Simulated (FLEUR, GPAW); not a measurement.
A FLEUR input for a self-consistent single point of Ag (Fm-3m, 1 atom in the cell) (DFT, PBE, all-electron FLAPW (FLEUR), scalar-relativistic valence):

Input of the input generator:

```
scf Ag
&input film=f /
0.0000000000 3.8943457079 3.8943457079
3.8943457079 -0.0000000000 3.8943457079
3.8943457079 3.8943457079 -0.0000000000
1.0
1.0 1.0 1.0

1
47 0.0000000000 0.0000000000 0.0000000000

&comp jspins=1 /
&kpt div1=9 div2=9 div3=9 /
&end /
```

```xml
<?xml version="1.0" encoding="UTF-8" standalone="no"?>
<fleurInput fleurInputVersion="0.39">
   <comment>
      scf Ag                                                                                              
   </comment>
   <calculationSetup>
      <cutoffs Kmax="3.9" Gmax="13.7" GmaxXC="13.7" numbands="0"/>
      <scfLoop itmax="60" minDistance="0.00001" maxIterBroyd="15" imix="Anderson" alpha="0.05" precondParam="0.0" spinf="2.0"/>
      <coreElectrons ctail="T" frcor="F" kcrel="0" coretail_lmax="0"/>
      <xcFunctional name="pbe" relativisticCorrections="F"/>
      <magnetism jspins="1"/>
      <soc l_soc="F" theta="0.0" phi="0.0" spav="F"/>
      <expertModes spex="0" secvar="F"/>
      <geometryOptimization l_f="T" forcealpha="1.0" forcemix="BFGS" epsdisp="0.00001" epsforce="0.00001"/>
      <ldaU l_linMix="F" mixParam="0.05" spinf="1.0"/>
   </calculationSetup>
   <cell>
      <bzIntegration valenceElectrons="17.0" mode="gauss" fermiSmearingEnergy="0.00999582">
         <kPointListSelection listName="default-1"/>
         <!-- k-points included here -->
         <xi:include xmlns:xi="http://www.w3.org/2001/XInclude" href="kpts.xml"> </xi:include>
      </bzIntegration>
      <!-- symmetry operations included here -->
      <xi:include xmlns:xi="http://www.w3.org/2001/XInclude" href="sym.xml"> </xi:include>
      <bulkLattice scale="1.0">
         <bravaisMatrix>
            <row-1>    0.0000000000000000     3.8943457078999999     3.8943457078999999</row-1>
            <row-2>    3.8943457078999999     0.0000000000000000     3.8943457078999999</row-2>
            <row-3>    3.8943457078999999     3.8943457078999999     0.0000000000000000</row-3>
         </bravaisMatrix>
      </bulkLattice>
   </cell>
   <atomSpecies>
      <species name="Silver (Ag)" element="Ag" atomicNumber="47">
         <mtSphere radius="2.57" gridPoints="885" logIncrement="0.015"/>
         <atomicCutoffs lmax="10" lnonsphr="8"/>
         <electronConfig flipSpins="F">
            <coreConfig>(1s1/2) (2s1/2) (2p1/2) (2p3/2) (3s1/2) (3p1/2) (3p3/2) (4s1/2) (3d3/2) (3d5/2)</coreConfig>
            <valenceConfig>(4p1/2) (4p3/2) (5s1/2) (4d3/2) (4d5/2)</valenceConfig>
            <stateOccupation state="(5s1/2)" spinUp="0.5" spinDown="0.5"/>
         </electronConfig>
         <energyParameters s="5" p="5" d="4" f="4"/>
         <lo type="SCLO" l="1" n="4" eDeriv="0"/>
         <lo type="HELO" l="2" n="5" eDeriv="0"/>
      </species>
   </atomSpecies>
   <atomGroups>
      <atomGroup species="Silver (Ag)">
         <relPos label="                   1">.0000000000 .0000000000 .0000000000</relPos>
         <force calculate="T" relaxXYZ="TTT"/>
      </atomGroup>
   </atomGroups>
   <output dos="F" band="F" slice="F">
      <checks vchk="F" cdinf="F"/>
      <bandDOS minEnergy="-.5*Htr" maxEnergy="0.5*Htr" sigma="0.015" storeEVData="T"/>
      <vacuumDOS vacdos="F" integ="F" star="F" nstars="0" locx1="0.0" locy1="0.0" locx2="0.0" locy2="0.0" nstm="0" tworkf="0.0"/>
      <unfoldingBand unfoldBand="F" supercellX="1" supercellY="1" supercellZ="1"/>
      <plotting iplot="0" polar="F">
         <plot TwoD="T" vec1="  1.0  0.0  0.0" vec2="  0.0  1.0  0.0" vec3="  0.0  0.0  1.0" zero="  0.0  0.0  0.0" file="plot"/>
      </plotting>
      <chargeDensitySlicing numkpt="0" minEigenval="0.0" maxEigenval="0.0" nnne="0" pallst="F"/>
      <specialOutput eonly="F"/>
      <magneticCircularDichroism mcd="F" energyLo="-10.0" energyUp="0.0"/>
   </output>
  <!-- We include the file relax.xml here to enable relaxations (see documentation) -->
  <xi:include xmlns:xi="http://www.w3.org/2001/XInclude" href="relax.xml"> <xi:fallback/> </xi:include>
</fleurInput>
```

Problem. Give the GPAW input for the same structure, mesh, smearing and functional.

Solution. This is the input that was run; spellings and numerical settings could be chosen otherwise.

```python
from ase import Atoms
from ase.units import GPa
from gpaw import GPAW

atoms = Atoms(['Ag'],
              cell=[[0.000000, 2.060799, 2.060799],
                    [2.060799, 0.000000, 2.060799],
                    [2.060799, 2.060799, 0.000000]],
              scaled_positions=[[0.000000, 0.000000, 0.000000]],
              pbc=True)

calc = GPAW(mode={'name': 'pw', 'ecut': 550},
            xc='PBE',
            kpts=(9, 9, 9),
            occupations={'name': 'methfessel-paxton', 'width': 0.272, 'order': 0},
            nbands=-5,
            convergence={'density': 1e-05, 'energy': 1e-05},
            symmetry={'symmorphic': False, 'tolerance': 0.0005},
            maxiter=150,
            txt='-')

atoms.calc = calc

energy = atoms.get_potential_energy()
print('Energy (eV):', round(energy, 6))
forces = atoms.get_forces()
print('Forces (eV/Ang):')
print(forces.round(5))
stress = atoms.get_stress()
print('Stress (GPa, Voigt):', (stress / GPa).round(4))
```

Basis, cutoffs, solver keys and any potentials are the target program's own. This input uses DFT PBE, plane waves, GPAW PAW datasets PBE (gpaw-data 1.0.1).

The starting cell comes from a database of computed structures (which also holds hypothetical and non-ambient phases and stackings), without a prior relaxation at this level. Its lattice was rescaled by a random factor within 2.5 % of one.
